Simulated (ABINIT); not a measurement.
```yaml
crystal:
  lattice:
    - [0.00000, 3.04202, 3.04202]
    - [3.04202, 0.00000, 3.04202]
    - [3.04202, 3.04202, 0.00000]
  atoms:
    - { symbol: Cd, position: [0.00000, 0.00000, 0.00000] }
    - { symbol: Se, position: [0.75000, 0.75000, 0.75000] }
```

Method of the run: PBE, PAW (JTH v2.0 PBE PAW) (plane waves; ABINIT 10.0.3).

The set-up and first iterations of an ABINIT log for CdSe (F-43m, 2 atoms in the cell):

```
 Symmetries : space group F-4 3 m (#216); Bravais cF (face-center cubic)

 -outvars: echo values of preprocessed input variables --------
            acell      8.1297371241E+00  8.1297371241E+00  8.1297371241E+00 Bohr
           diemac      1.20000000E+01
             ecut      2.00000000E+01 Hartree
           enunit           2
              ixc     -101130
         kptrlatt        5    0    0      0    5    0      0    0    5
          kptrlen      4.06486856E+01
            natom           2
            nband          11
            ngfft          36      36      36
          ngfftdg          48      48      48
             nkpt          10
            nstep          60
             nsym          24
           ntypat           2
        pawecutdg      4.00000000E+01 Hartree
         pawxcdev           0
            rprim     -0.0000000000E+00  7.0710678120E-01  7.0710678120E-01
   [... lines left out ...]
          spgroup         216
           tolvrs      1.00000000E-10
            typat      1  2
           useylm           1
             xred      0.0000000000E+00  0.0000000000E+00  0.0000000000E+00
                       7.5000000000E-01  7.5000000000E-01  7.5000000000E-01
            znucl       48.00000   34.00000

== DATASET  1 ==================================================================

 Real(R)+Recip(G) space primitive vectors, cartesian coordinates (Bohr,Bohr^-1):
 R(1)=  0.0000000  5.7485922  5.7485922  G(1)= -0.0869778  0.0869778  0.0869778
 R(2)=  5.7485922  0.0000000  5.7485922  G(2)=  0.0869778 -0.0869778  0.0869778
 R(3)=  5.7485922  5.7485922  0.0000000  G(3)=  0.0869778  0.0869778 -0.0869778
 Unit cell volume ucvol=  3.7993956E+02 bohr^3
 Angles (23,13,12)=  6.00000000E+01  6.00000000E+01  6.00000000E+01 degrees

 Coarse grid specifications (used for wave-functions):

 getcut: wavevector=  0.0000  0.0000  0.0000  ngfft=  36  36  36
         ecut(hartree)=     20.000   => boxcut(ratio)=   2.19961

 Fine grid specifications (used for densities):

 getcut: wavevector=  0.0000  0.0000  0.0000  ngfft=  48  48  48
         ecut(hartree)=     40.000   => boxcut(ratio)=   2.07381

   1.02651429E+03                                ecore*ucvol(ha*bohr**3)

_setup2: Arith. and geom. avg. npw (full set) are    1625.096    1625.089
--- !BeginCycle
solver: {iscf: 17, nstep: 60, nline: 4, wfoptalg: 10, }
tolerances: {tolvrs: 1.00E-10, }
...

     iter   Etot(hartree)      deltaE(h)  residm     nres2
 ETOT  1  -57.042636006389    -5.704E+01 2.112E-01 5.588E+00
 ETOT  2  -57.172921101138    -1.303E-01 2.046E-02 1.497E+00
 ETOT  3  -57.173219776882    -2.987E-04 8.420E-02 4.069E+01
 ETOT  4  -57.170885359134     2.334E-03 5.496E-02 2.374E-01
 ETOT  5  -57.172692242614    -1.807E-03 5.058E-02 5.562E-02
```

Task: Will this run converge, and how will it end?

Result: The run ended unconverged after 60 iterations. It gives no final result for the task that was set. The log goes on:

```
   [... 51 lines left out ...]
 ETOT 57  -57.253325346469    -8.050E-02 1.500E-03 1.105E+04
 ETOT 58  -57.172821526719     8.050E-02 1.645E-03 8.381E-02
 ETOT 59  -57.172825154838    -3.628E-06 7.818E-06 8.365E-02
 ETOT 60  -57.172826672777    -1.518E-06 3.809E-06 8.402E-02

 Cartesian components of stress tensor (hartree/bohr^3)
  sigma(1 1)= -1.40648344E-04  sigma(3 2)=  0.00000000E+00
  sigma(2 2)= -1.40648344E-04  sigma(3 1)=  0.00000000E+00
  sigma(3 3)= -1.40648344E-04  sigma(2 1)=  0.00000000E+00
 scprqt:  WARNING -
  nstep=   60 was not enough SCF cycles to converge;
  density residual=  8.402E-02 exceeds tolvrs=  1.000E-10

 ----iterations are completed or convergence reached----

 reduced coordinates (array xred) for    2 atoms
       0.000000000000      0.000000000000      0.000000000000
       0.750000000000      0.750000000000      0.750000000000
 cartesian forces (eV/Angstrom) at end:
    1      0.00000000000000    -0.00000000000000    -0.00000000000000
    2     -0.00000000000000     0.00000000000000     0.00000000000000
 frms,max,avg= 3.6304724E-24 4.9328406E-24   0.000E+00  0.000E+00  0.000E+00 e/A
 length scales=  8.129737124097  8.129737124097  8.129737124097 bohr
              =  4.302071597900  4.302071597900  4.302071597900 angstroms
 Fermi (or HOMO) energy (hartree) =   0.05466   Average Vxc (hartree)=  -0.32260
 Eigenvalues (hartree) for nkpt=  10  k points:
 prteigrs : prtvol=0 or 1, do not print more k-points.

   [... lines left out ...]
 Fermi (or HOMO) energy (eV) =   1.48734   Average Vxc (eV)=  -8.77833
   [... lines left out ...]
Ewald energy        : -4.09123621984851E+01
psp_core            :  2.70178314707662E+00
local_psp           : -4.50833701452690E+01
total_energy        : -5.72654520171513E+01
total_energy_eV     : -1.55827219675512E+03
...

-Cartesian components of stress tensor (GPa)         [Pressure=  4.1380E+00 GPa]
- sigma(1 1)= -4.13801644E+00  sigma(3 2)=  0.00000000E+00
- sigma(2 2)= -4.13801644E+00  sigma(3 1)=  0.00000000E+00
- sigma(3 3)= -4.13801644E+00  sigma(2 1)=  0.00000000E+00

 Calculation completed.
```

The starting cell comes from a database of computed structures (which also holds hypothetical and non-ambient phases and stackings), without a prior relaxation at this level. Its lattice was rescaled by a random factor within 2.5 % of one.

The run was DFT, PBE, plane waves, PAW (JTH v2.0 PBE PAW). Main settings of its input:

```
key                                            value
----------  ----------------------------------------
pseudos     [Cd.GGA_PBE-JTH.xml, Se.GGA_PBE-JTH.xml]
ecut                                           20 Ha
pawecutdg                                      40 Ha
pawxcdev                                           0
occopt                                             1
ngkpt                                          5 5 5
nshiftk                                            1
shiftk                                         0 0 0
potentials                          JTH v2.0 PBE PAW
nband                                             11
kptopt                                             1
nstep                                             60
```
